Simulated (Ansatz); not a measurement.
Base system: GaAs in the rock salt structure (space group Fm-3m, No. 225; a = 5.3161 Å; a hypothetical phase, not in the database extracts checked; relaxed with 0.1 eV smearing). Axes: x, y, z lie along the cube axes.

All numbers come from PBE-D3(BJ) (Ansatz, a first-principles code), spin-orbit coupling left out.

It is then changed as follows: uniaxial strain ε_xx = −2.91 %, all other strain components held at zero, atoms relaxed at fixed cell.

Predict the stress tensor and what it implies for the stiffness.

Stress of the strained cell less that of the base (GPa, compression positive):
```
    5.6     0.0     0.0
    0.0     1.2     0.0
    0.0     0.0     1.2
```

Then −Δσ_ii/ε with ε = -0.0291 gives secant stiffness values (nonlinear terms included at this strain): C11 ≈ 193 GPa, C12 ≈ 40 GPa and C13 ≈ 40 GPa.

As a check, the harmonic strain energy −½ V₀ Δσ:ε is 9.6 meV/atom; the computed energy rise is 9.0 meV/atom.

Whether these cells are dynamically stable was not tested. The final runs are not spin-polarised.
